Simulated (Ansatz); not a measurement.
Output of an Ansatz run (abridged):

```
WARN basis.ecutwfc = 420 eV, the default
WARN ansatz: RAYON_NUM_THREADS=1 ignored (pool sized by the plan → 1); use --threads N
basis.fft_grid_basis auto: the FFT boxes are laid along the combinations [[1, 0, 0], [0, 1, -1], [0, 0, 1]] of the cell's own vectors, 5.162, 3.284 and 8.291 Å …
Pseudopotentials: kind: paw
Pseudopotential: Mg, paw, valence charge 10
Pseudopotential: Sc, paw, valence charge 11
Crystal: 6 atoms, lattice volume = 137.747 Å³
Basis set: ecut = 420 eV, 2687 PW (Γ), FFT grids on a1, a2−a3, a3, exchange–correlation on 72×48×120 points (8 copies of the dense FFT grid, shifted against one another)
Bands: 37, of which v1, the nominal top of the filled ones, is band 31 counted from 1 (30 counted from 0)
Symmetry: 4 space group operations
Space group: Amm2 (ITA 38), of the structure as read, at distance tolerance 5.2e-5 Å
k-points: 63 of 320 (time reversal used)
PAW frozen core: Mg, regenerated for the run's functional, and the local potential with it
PAW frozen core: Sc, regenerated for the run's functional, and the local potential with it
Initial density: superposition of atomic densities (neutral atoms: chi_scale 0, normalization atom), corrected by the library's trained network
Initial wavefunctions: pseudopotential atomic-orbital guess
Eigensolver: davidson
Functional: x = pbesol(κ = 0.804, μ = 0.12345679012345678), c = pbesol(β = 0.046)
SCF iter   1: F=—  HF=-11671.618082 eV  |F-HF|=—  |Δ(HF+E_count)|=         —  Δρ=3.78e-3  dr2=2.98e-2  ethr=1.77e-3  ⟨swp⟩=5.6  Hψ=8240  notcnv=0
all-band conjugate gradients solve this SCF's bands
preconditioner: auto → Kerker (q_TF=auto, 2.382 Å⁻¹)
SCF iter   2: F=—  HF=-11671.611089 eV  |F-HF|=—  |Δ(HF+E_count)|=   6.99e-3  S|Δr|=    0.00e0  Δρ=1.93e-3  dr2=1.16e-2  ethr=4.89e-5  ⟨swp⟩=1.8  Hψ=3223  notcnv=0
SCF iter   3: F=—  HF=-11671.608425 eV  |F-HF|=—  |Δ(HF+E_count)|=   2.66e-3  S|Δr|=    0.00e0  Δρ=3.98e-4  dr2=1.40e-3  ethr=1.91e-5  ⟨swp⟩=2.0  Hψ=2625  notcnv=0
SCF iter   4: F=—  HF=-11671.608198 eV  |F-HF|=—  |Δ(HF+E_count)|=   2.27e-4  S|Δr|=    0.00e0  Δρ=8.92e-5  dr2=4.28e-5  ethr=2.29e-6  ⟨swp⟩=2.0  Hψ=2616  notcnv=0
SCF iter   5: F=—  HF=-11671.608168 eV  |F-HF|=—  |Δ(HF+E_count)|=   3.08e-5  S|Δr|=    0.00e0  Δρ=3.05e-5  dr2=2.70e-6  ethr=7.01e-8  ⟨swp⟩=2.0  Hψ=2960  notcnv=0
SCF iter   6: F=—  HF=-11671.608167 eV  |F-HF|=—  |Δ(HF+E_count)|=   6.23e-7  S|Δr|=    0.00e0  Δρ=8.26e-6  dr2=2.18e-7  ethr=4.43e-9  ⟨swp⟩=2.0  Hψ=2761  notcnv=0
SCF iter   7: F=-11671.608167 eV  HF=-11671.608167 eV  |F-HF|=5.12e-9  |Δ(HF+E_count)|=   5.90e-8  S|Δr|=    0.00e0  Δρ=2.01e-6  dr2=8.57e-9  ethr=1.64e-10  ⟨swp⟩=5.8  Hψ=8475  notcnv=0
SCF 1 converged in 7 iterations: F = -11671.608167 eV  dr2 = 8.57e-9
SCF converged after 7 iterations
Stability not checked (fill_not_monotonic)
Free energy (F): -11671.608167 eV
Harris-Foulkes:  -11671.608167 eV  (|F-HF|=5.12e-9)
Internal energy: -11671.614428 eV  (E = F + TS)
E sigma→0 (E₀):  -11671.610254 eV
Entropy (-TS):   0.006261 eV (1.043 meV/atom)
Fermi energy:    6.261633 eV
--- Per-component energies (eV) ---
  E_band       = -1941.874356
  E_kinetic    = 634.550353
  E_local      = -8926.000357  (includes V_loc(G=0)·N_el)
  E_nonlocal   = 566.328787
  E_hartree    = 3171.747439
  E_xc         = -243.706970
  E_vxc        = -310.511022  (∫ρ·V_xc dr)
  E_paw        = -2338.119509  (= ΣΔE_a)
  E_vpaw       = -249.735791  (= ΣTr[D̂ρ^β])
  E_aug_tail   = -0.000003  (compensation charges beyond the density's cutoff)
  E_ewald      = -4536.837505
  E_core_change = 0.423336  (= ΣΔE_core)
  E_smearing   = 0.006261  (= −TS)
  E_closure    = -0.000000  (closes the sum)
  Σ components = -11671.608167   (vs F -11671.608167, Δ=0.00e0)
--- Forces (eV/Å), atoms counted from 1 ---
  atom   1  Mg     0.00000000     0.00000000     0.01543251
  atom   2  Mg     0.00000000     0.00000000     0.02741568
  atom   3  Mg     0.00000000     0.00000000    -0.01932325
  atom   4  Mg     0.00000000     0.00000000     0.02260800
  atom   5  Mg     0.00000000     0.00000000    -0.08092143
  atom   6  Sc     0.00000000     0.00000000     0.03479197
  max |Σ_I F_I| component: 3.48e-6 eV/Å
--- Stress (GPa, compression-positive) ---
       -0.078478       0.000000       0.000000
        0.000000      -0.577927       0.000000
        0.000000       0.000000      -0.420160
  P = ⅓ Tr σ = -0.3589 GPa (-3.589 kbar)
  The stress holds the Pulay correction. Without it, at fixed plane waves, as pw.x and ABINIT print it: P = -0.3628 GPa
--- Band table (eV; the first three rows and the last of 63) ---
  k-point 0: bands = ["-69.4385", "-69.2375", "-69.1195", "-69.0532", "-68.8072", "-43.3308", "-36.3838", "-36.3787", "-36.3744", "-36.1831", "-36.1765", "-36.1743", "-36.0657", "-36.0572", "-36.0537", "-35.9994", "-35.9920", "-35.9870", "-35.7657", [...]
  k-point 1: bands = ["-69.4384", "-69.2374", "-69.1194", "-69.0532", "-68.8071", "-43.3282", "-36.3836", "-36.3805", "-36.3742", "-36.1848", "-36.1764", "-36.1740", "-36.0658", "-36.0590", "-36.0535", "-35.9993", "-35.9938", "-35.9868", "-35.7656", [...]
  k-point 2: bands = ["-69.4381", "-69.2372", "-69.1192", "-69.0529", "-68.8069", "-43.3217", "-36.3848", "-36.3832", "-36.3736", "-36.1891", "-36.1760", "-36.1731", "-36.0658", "-36.0634", "-36.0530", "-35.9990", "-35.9980", "-35.9866", "-35.7652", [...]
  k-point 62: bands = ["-69.4385", "-69.2375", "-69.1195", "-69.0532", "-68.8072", "-43.3309", "-36.3839", "-36.3787", "-36.3741", "-36.1830", "-36.1767", "-36.1733", "-36.0668", "-36.0573", "-36.0536", "-35.9997", "-35.9920", "-35.9869", [...]
```

The structure:

```xyz
6
Lattice="5.1617 0.0000 0.0000 0.0000 1.6419 8.1266 0.0000 -1.6419 8.1266" Properties=species:S:1:pos:R:3 pbc="T T T"
Mg     0.0000     0.0000     0.0899
Mg     0.0000     0.0000    10.9098
Mg     0.0000     0.0000     5.4435
Mg     2.5808     0.0000     8.9812
Mg     2.5808     0.0000    14.4075
Sc     2.5808     0.0000     3.5101
```

**Question.** Reconstruct the input of this run.

**Answer.** Other spellings and defaults could give the same log, and not every line can be read from it. The input that was run (DFT, PBEsol, plane waves, default PAW files made with PBE):

Ansatz 0.2 input:
```yaml
# Mg5Sc
crystal:
  lattice:
    - [5.161690, 0.000000, 0.000000]
    - [0.000000, 1.641915, 8.126630]
    - [0.000000, -1.641915, 8.126630]
  atoms:
    - { symbol: Mg, position: [0.000000, 0.005530, 0.005530] }
    - { symbol: Mg, position: [0.000000, 0.671240, 0.671240] }
    - { symbol: Mg, position: [0.000000, 0.334920, 0.334920] }
    - { symbol: Mg, position: [0.500000, 0.552580, 0.552580] }
    - { symbol: Mg, position: [0.500000, 0.886440, 0.886440] }
    - { symbol: Sc, position: [0.500000, 0.215960, 0.215960] }
kpoints:
  mp_grid: { grid: [5, 8, 8] }
hamiltonian:
  xc: pbesol
  pseudopotentials: { kind: paw }
scf:
  occupations: { method: cold, width: 0.02 Ry }
output:
  forces: true
  eigenvalues: true
  stress: true
```

The starting cell comes from a database of computed structures (which also holds hypothetical and non-ambient phases and stackings), without a prior relaxation at this level. Ansatz's pressure includes its estimate of the finite-basis (Pulay) stress.

Ansatz is a quantum-chemistry and plane-wave program.
